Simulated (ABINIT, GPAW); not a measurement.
A GPAW input for a self-consistent single point of Zr2Au (I4/mmm, 3 atoms in the cell) (DFT PBEsol, plane waves, GPAW PAW datasets PBEsol (made by gpaw-setup)):

```python
from ase import Atoms
from ase.units import GPa
from gpaw import GPAW

atoms = Atoms(['Zr', 'Zr', 'Au'],
              cell=[[-1.650180, 1.650180, 5.825475],
                    [1.650180, -1.650180, 5.825475],
                    [1.650180, 1.650180, -5.825475]],
              positions=[[0.000000, -0.000000, 7.686132],
                         [0.000000, -0.000000, 3.964818],
                         [0.000000, 0.000000, 0.000000]],
              pbc=True)

calc = GPAW(mode={'name': 'pw', 'ecut': 550},
            xc='PBEsol',
            kpts={'size': (10, 10, 10), 'gamma': True},
            occupations={'name': 'fermi-dirac', 'width': 0.05},
            nbands=-9,
            convergence={'density': 1e-05, 'energy': 1e-05},
            symmetry={'symmorphic': False, 'tolerance': 0.0005},
            maxiter=100)

atoms.calc = calc

energy = atoms.get_potential_energy()
print('Energy (eV):', round(energy, 6))
forces = atoms.get_forces()
print('Forces (eV/Ang):')
print(forces.round(5))
stress = atoms.get_stress()
print('Stress (GPa, Voigt):', (stress / GPa).round(4))
```

Give the ABINIT input for the same structure, mesh, smearing and functional.

One input that does it (others would too):

```
# Zr2Au, JTH v2.0 PBE PAW
pp_dirpath "./"
pseudos "Zr.GGA_PBE-JTH.xml, Au.GGA_PBE-JTH.xml"
acell 3*1.0 Angstrom
rprim
        -1.6501800000    1.6501800000    5.8254750000
         1.6501800000   -1.6501800000    5.8254750000
         1.6501800000    1.6501800000   -5.8254750000
natom 3
ntypat 2
znucl 40 79
typat 1 1 2
xcart
        -0.0000000000   -0.0000000000    7.6861317150
        -0.0000000000   -0.0000000000    3.9648182850
         0.0000000000    0.0000000000    0.0000000000
      Angstrom
ecut 26 Ha
pawecutdg 52 Ha
pawxcdev 0
ixc -116133
occopt 3
tsmear 0.05 eV
nband 24
kptopt 1
ngkpt 10 10 10
nshiftk 1
shiftk 0 0 0
nstep 60
tolvrs 1.0e-12
prtwf 0
prtden 0
enunit 1
```

Basis settings and potentials, where a program has them, do not carry over. This input uses DFT, PBEsol, plane waves, PAW (JTH v2.0 PBE PAW, files made for PBE). Both were run: pressure -4.06 GPa in GPAW and -3.92 in ABINIT; largest force 0.010 eV/Å in GPAW and 0.015 in ABINIT.

On GPAW: the starting cell comes from a database of computed structures (which also holds hypothetical and non-ambient phases and stackings), without a prior relaxation at this level. With a pressure of about -4 GPa the cell is away from its equilibrium volume at this level.

On ABINIT: the starting cell comes from a database of computed structures (which also holds hypothetical and non-ambient phases and stackings), without a prior relaxation at this level. The potentials were made for another functional than the one used. With a pressure of about -4 GPa the cell is away from its equilibrium volume at this level.
